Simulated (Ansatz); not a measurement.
Consider the following.

End structure of a constructed model of the (110) surface of bcc Ta, a layer of Zr in place of the second plane (bottom of the slab: a bare face, its two planes held):

```xyz
6
Lattice="2.8744 0.0000 0.0000 -0.9581 2.7100 0.0000 0.0000 0.0000 28.0000" Properties=species:S:1:pos:R:3 pbc="T T T"
Ta     0.9581     1.3550     8.1027
Ta     0.0000     0.0000    10.4496
Ta     0.9581     1.3550    12.7827
Ta     0.0000     0.0000    15.1098
Zr     0.9581     1.3550    17.7000
Ta     0.0000     0.0000    20.1114
```

Slab: 6 atoms, 11.8 Å thick at the start; k 14x14x1, smearing 0.1 eV, dipole-corrected; 2 atoms held, the rest relaxed; start symmetry kept, larger cells not searched; no spin, no spin-orbit, no U. It is one candidate, not shown to be the stable structure of the face.

Q: Estimate the work function of the top face that PBE run with Ansatz (an electronic-structure program) returns for this input.

A: 4.77 eV
